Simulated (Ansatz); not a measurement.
KCSN (Pbcm, No. 57) was calculated with LDA (PAW; Ansatz, a quantum-chemistry and plane-wave program).

Run with plane-wave cutoff 520 eV, 6×6×6 k mesh, Fermi–Dirac smearing 0.01 eV, scalar-relativistic PAW data made under PBE.

Properties against volume:

Shape and atoms are relaxed at each volume.

```json
[
 {"V (Å³/atom)": "17.918", "P (GPa)": "1.08", "direct gap at Γ (eV)": "3.706", "smallest gap on the k mesh (eV)": "3.679"},
 {"V (Å³/atom)": "18.291", "P (GPa)": "0.51", "direct gap at Γ (eV)": "3.733", "smallest gap on the k mesh (eV)": "3.700"},
 {"V (Å³/atom)": "18.665", "P (GPa)": "0.00", "direct gap at Γ (eV)": "3.762", "smallest gap on the k mesh (eV)": "3.721"},
 {"V (Å³/atom)": "19.038", "P (GPa)": "-0.44", "direct gap at Γ (eV)": "3.791", "smallest gap on the k mesh (eV)": "3.743"},
 {"V (Å³/atom)": "19.411", "P (GPa)": "-0.84", "direct gap at Γ (eV)": "3.822", "smallest gap on the k mesh (eV)": "3.764"}
]
```

The fundamental gap (3.70 eV at the equilibrium volume, with added k points) lies elsewhere than Γ–Γ.

Note: the volume lies 13 % below that of the published cell; the bulk modulus comes from volumes at which shape and atoms were relaxed.
